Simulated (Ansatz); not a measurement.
Au on the 1x1 (10-10) surface of wurtzite GaN (cut with top plane Ga + N), one in a 2x1 cell, energies for each (33.7 Å²). Energies are against an atom of fcc Au, without zero-point or thermal terms; each row is named by its start (#2, #3: further inequivalent places of a kind).

Host crystal: wurtzite GaN, with a band gap (PBE, scalar-relativistic without spin-orbit coupling).

The numbers are results of PBE (plane waves to 420 eV, PAW; Ansatz, a program for electronic structure), not measurements.

Slab: 33 atoms, 9.3 Å thick at the start under the adsorbate (thin: gaps and levels are the slab's own); k 3x4x1, smearing 0.01 eV, dipole-corrected; 16 atoms held, the rest relaxed; each run with such symmetry as its start has; spin-polarised, no spin-orbit, no U, no dispersion correction.

A negative adsorption energy means that the adsorbate is more stable on the surface than in its reference. Starts that drift may end in the same place. Heights count from the host atoms within 0.3 Å of the top one. Moments of ungapped slabs depend on the mesh.

```
starting site                       E_ads (eV)  height (Å)  nearest host atom (Å)  bonded to  change of the vacuum step (eV)  lateral drift (Å)  moment (μB)
----------------------------------  ----------  ----------  ---------------------  ---------  ------------------------------  -----------------  -----------
top N                                     1.58        2.22                 N 2.36     Ga + N                            0.23                0.9          1.0
top Ga                                       …        2.45                Ga 2.42         Ga                               …                0.3          1.0
top Ga #2                                 1.61        2.03                Ga 2.61       2 Ga                           -0.19                2.1          0.5
hollow Ga-Ga-N-N                          1.61        2.10                Ga 2.58       2 Ga                           -0.19                1.2          1.0
hollow beside Ga                          1.13        1.71                 N 2.23     Ga + N                           -0.12                0.8          1.0
bridge Ga-Ga-Ga-N-N-N (span 3.3 Å)        1.61        2.10                Ga 2.60       2 Ga                           -0.19                1.2          1.0
```

Question: Fill in the missing entries.

Answer: 
- top Ga, E_ads (eV): 1.64
- top Ga, change of the vacuum step (eV): -0.06
